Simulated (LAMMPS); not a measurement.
Simulation of W (bcc), 250 atoms, at 2220 K and 5 GPa, heated as the crystal.

Model: MD with a machine-learned potential, pair style snap, file W_2940_2017_2.snap, run in LAMMPS.

| r (Å) | g(r) |
|---|---|
| 2.300 | 0.000 |
| 2.340 | 0.019 |
| 2.380 | 0.062 |
| 2.420 | 0.188 |
| 2.460 | 0.315 |
| 2.500 | 0.710 |
| 2.540 | 1.15 |
| 2.580 | 1.87 |
| 2.620 | 2.48 |
| 2.660 | 3.00 |
| 2.700 | 3.46 |
| 2.740 | 3.46 |
| 2.780 | 3.52 |
| 2.820 | 3.52 |
| 2.860 | 2.94 |
| 2.900 | 2.59 |
| 2.940 | 2.39 |
| 2.980 | 2.15 |
| 3.020 | 1.92 |
| 3.060 | 1.99 |
| 3.100 | 2.07 |
| 3.140 | 1.97 |
| 3.180 | 1.95 |
| 3.220 | 1.90 |
| 3.260 | 1.75 |
| 3.300 | 1.61 |
| 3.340 | 1.27 |
| 3.380 | 0.882 |
| 3.420 | 0.638 |
| 3.460 | 0.509 |
| 3.500 | 0.368 |
| 3.540 | 0.212 |
| 3.580 | 0.125 |
| 3.620 | 0.099 |
| 3.660 | 0.043 |
| 3.700 | 0.037 |
| 3.740 | 0.016 |
| 3.780 | 0.007 |
| 3.820 | 0.005 |
| 3.860 | 0.004 |
| 3.900 | 0.006 |
| 3.940 | 0.010 |
| 3.980 | 0.009 |
| 4.020 | 0.022 |
| 4.060 | 0.060 |
| 4.100 | 0.067 |
| 4.140 | 0.153 |
| 4.180 | 0.212 |
| 4.220 | 0.357 |
| 4.260 | 0.547 |
| 4.300 | 0.751 |
| 4.340 | 1.02 |
| 4.380 | 1.23 |
| 4.420 | 1.45 |
| 4.460 | 1.71 |
| 4.500 | 1.76 |
| 4.540 | 1.77 |
| 4.580 | 1.63 |
| 4.620 | 1.54 |
| 4.660 | 1.27 |
| 4.700 | 1.06 |
| 4.740 | 0.828 |
| 4.780 | 0.625 |
| 4.820 | 0.441 |
| 4.860 | 0.377 |
| 4.900 | 0.369 |
| 4.940 | 0.397 |
| 4.980 | 0.536 |
| 5.020 | 0.719 |
| 5.060 | 0.971 |
| 5.100 | 1.27 |
| 5.140 | 1.57 |
| 5.180 | 1.98 |
| 5.220 | 2.40 |
| 5.260 | 2.62 |
| 5.300 | 2.86 |
| 5.340 | 2.88 |
| 5.380 | 2.82 |
| 5.420 | 2.64 |
| 5.460 | 2.38 |
| 5.500 | 2.17 |
| 5.540 | 1.88 |
| 5.580 | 1.51 |
| 5.620 | 1.21 |
| 5.660 | 0.993 |
| 5.700 | 0.731 |
| 5.740 | 0.542 |
| 5.780 | 0.406 |
| 5.820 | 0.293 |
| 5.860 | 0.171 |
| 5.900 | 0.115 |
| 5.940 | 0.083 |
| 5.980 | 0.080 |
| 6.020 | 0.065 |
| 6.060 | 0.070 |
| 6.100 | 0.098 |
| 6.140 | 0.146 |
| 6.180 | 0.197 |
| 6.220 | 0.242 |
| 6.260 | 0.299 |
| 6.300 | 0.368 |

Read from the full data:
- state found: crystal; no diffusion seen in 9.0 ps
- first peak of g(r): 2.76 Å, height 3.5
- coordination number: 14.0 (counted to 3.86 Å)

Caution: a run this short can hold a crystal over, or a liquid under, the potential's own melting point, which these runs don't give.
